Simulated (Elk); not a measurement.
Band structure of HfB2 (P6/mmm, 3 atoms in the cell).

```yaml
crystal:
  lattice:
    - [1.59528, -2.76310, 0.00000]
    - [1.59528, 2.76310, 0.00000]
    - [0.00000, 0.00000, 3.53603]
  atoms:
    - { symbol: Hf, position: [0.00000, 0.00000, 0.00000] }
    - { symbol: B, position: [0.33333, 0.66667, 0.50000] }
    - { symbol: B, position: [0.66667, 0.33333, 0.50000] }
```

Method: PBE, all-electron FP-LAPW, Elk's shipped species files, APW+lo basis with extra local orbitals (Elk).

Settings: xctype = 20; rgkmax = 7.5; stype = 0; swidth = 0.00367493 Ha; ngridk = 10 10 8; gmaxvr = 14 1/bohr; nxlo = 2; lorbcnd = true; rmtscf = 0.9; lmaxi = 2.

The starting cell has typed, rounded lattice constants, without a prior relaxation at this level. Its lattice was rescaled by a random factor within 2.5 % of one. Spin-orbit coupling is off. Values depend on the basis (sphere radii, cutoffs, local orbitals), which need not be converged.

Levels in eV from the Fermi level, bands 13 to 20:
```
point     13     14     15     16    17    18    19    20
-----  -----  -----  -----  -----  ----  ----  ----  ----
Γ      -2.81  -2.72  -2.72  -2.65  3.88  3.88  4.48  4.48
M      -8.83  -3.86  -3.23  -2.64  2.16  2.67  5.29  5.47
K      -8.08  -7.41  -2.37  -2.37  1.75  1.75  3.37  9.00
A      -8.08  -1.04  -1.04   0.40  0.40  1.03  1.03  2.19
L      -7.28  -4.70  -4.46  -2.65  3.88  3.98  5.95  6.82
H      -8.79  -5.31  -3.04  -3.04  4.22  5.16  6.55  6.55
```

Bands cross the Fermi level along this path, so the cell is metallic at this level.
